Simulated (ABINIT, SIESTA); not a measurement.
A SIESTA input for a self-consistent single point of Nb6GePt (Pm-3, 8 atoms in the cell) (DFT, LDA PW92, numerical atomic orbitals DZP, PseudoDojo LDA standard norm-conserving potentials (rewritten from UPF to PSML)):

```
# files in the folder: Nb.psml Ge.psml Pt.psml (PseudoDojo LDA standard)
SystemName  Nb6GePt
SystemLabel Nb6GePt

NumberOfAtoms                8
NumberOfSpecies              3
%block ChemicalSpeciesLabel
  1 41 Nb
  2 32 Ge
  3 78 Pt
%endblock ChemicalSpeciesLabel
LatticeConstant              1.0 Bohr
%block LatticeVectors
     9.573823089    0.000000000    0.000000000
     0.000000000    9.573823089    0.000000000
     0.000000000    0.000000000    9.573823089
%endblock LatticeVectors
AtomicCoordinatesFormat      ScaledCartesian
%block AtomicCoordinatesAndAtomicSpecies
     0.000000000    4.786911545    7.179314196  1
     0.000000000    4.786911545    2.394508893  1
     7.179314196    0.000000000    4.786911545  1
     2.394508893    0.000000000    4.786911545  1
     4.786911545    7.179314196    0.000000000  1
     4.786911545    2.394508893    0.000000000  1
     0.000000000    0.000000000    0.000000000  2
     4.786911545    4.786911545    4.786911545  3
%endblock AtomicCoordinatesAndAtomicSpecies

XC.functional                LDA
XC.authors                   PW92
PAO.BasisSize                DZP
PAO.EnergyShift              0.01 Ry
MeshCutoff                   400 Ry
%block kgrid.MonkhorstPack
    5   0   0  0.0
    0   5   0  0.0
    0   0   5  0.0
%endblock kgrid.MonkhorstPack
OccupationFunction           MP
OccupationMPOrder            0
ElectronicTemperature        1160.45 K

MaxSCFIterations             150
SCF.Mixer.Method             Pulay
SCF.Mixer.Weight             0.25
SCF.Mixer.History            6
SCF.DM.Tolerance             1.0E-04
Diag.ParallelOverK           true
WriteForces                  true
```

**Question.** Give the ABINIT input for the same structure, mesh, smearing and functional.

**Answer.** One input that does it (others would too):

```
# Nb6GePt, PseudoDojo nc-sr-04 LDA standard
pp_dirpath "./"
pseudos "Nb.upf, Ge.upf, Pt.upf"
acell 5.0662490000 5.0662490000 5.0662490000 Angstrom
rprim
         1.0000000000    0.0000000000    0.0000000000
         0.0000000000    1.0000000000    0.0000000000
         0.0000000000    0.0000000000    1.0000000000
natom 8
ntypat 3
znucl 41 32 78
typat 1 1 1 1 1 1 2 3
xred
         0.0000000000    0.5000000000    0.7498900000
         0.0000000000    0.5000000000    0.2501100000
         0.7498900000    0.0000000000    0.5000000000
         0.2501100000    0.0000000000    0.5000000000
         0.5000000000    0.7498900000    0.0000000000
         0.5000000000    0.2501100000    0.0000000000
         0.0000000000    0.0000000000    0.0000000000
         0.5000000000    0.5000000000    0.5000000000
ecut 42
occopt 7
tsmear 0.00367493
nband 69
kptopt 1
ngkpt 5 5 5
nshiftk 1
shiftk 0 0 0
nstep 100
tolvrs 1.0e-10
prtwf 0
prtden 0
enunit 2
```

Basis settings and potentials, where a program has them, do not carry over. This input uses DFT, LDA (PW92), plane waves, norm-conserving pseudopotentials (PseudoDojo nc-sr-04 LDA standard). LDA parametrisations can differ slightly between programs.

The starting cell comes from a database of computed structures (which also holds hypothetical and non-ambient phases and stackings), without a prior relaxation at this level. Its lattice was rescaled by a random factor within 2.5 % of one.
